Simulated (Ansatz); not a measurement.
Density of states of Ag (Fm-3m) near the Fermi level, PBEsol, rigid bands (Ansatz, a quantum-chemistry and plane-wave program).

```
E − E_F (eV) | states/eV/cell
    -1.95 | ######################### 0.22
    -1.85 | ######################### 0.22
    -1.75 | ######################### 0.22
    -1.65 | ######################### 0.22
    -1.55 | ########################## 0.23
    -1.45 | ########################## 0.23
    -1.35 | ########################## 0.23
    -1.25 | ########################## 0.23
    -1.15 | ########################## 0.23
    -1.05 | ########################### 0.24
    -0.95 | ########################### 0.24
    -0.85 | ########################### 0.24
    -0.75 | ############################ 0.25
    -0.65 | ############################ 0.25
    -0.55 | ############################# 0.26
    -0.45 | ############################## 0.26
    -0.35 | ############################## 0.26
    -0.25 | ############################## 0.26
    -0.15 | ############################## 0.26
    -0.05 | ############################## 0.26
     0.05 | ############################## 0.26
     0.15 | ############################## 0.26
     0.25 | ############################## 0.26
     0.35 | ############################## 0.26
     0.45 | ############################## 0.26
     0.55 | ############################## 0.26
     0.65 | ############################## 0.26
     0.75 | ############################## 0.26
     0.85 | ############################# 0.26
     0.95 | ############################# 0.26
     1.05 | ############################# 0.26
     1.15 | ############################# 0.26
     1.25 | ############################# 0.26
     1.35 | ############################# 0.26
     1.45 | ############################## 0.26
     1.55 | ############################## 0.26
     1.65 | ############################## 0.26
     1.75 | ############################# 0.26
     1.85 | ############################# 0.25
     1.95 | ############################ 0.25
```

Task: With 1 atom a cell, what bare Sommerfeld coefficient γ = (π²/3) k_B² N(E_F) follows?

Result: N(E_F) ≈ 0.26 states/eV a cell at 300 K, so γ ≈ 0.62 mJ/(mol of atoms·K²), before electron-phonon enhancement.

Task: How far does the Fermi level move in a rigid band for 0.1 electron a cell added or removed?

Result: 381 meV and -380 meV.

A metal at this level (no band gap); rigid bands, thermally averaged at 300 K, both spins. Spin-orbit coupling is left out. Geometry: cell and atoms relaxed with PBEsol.
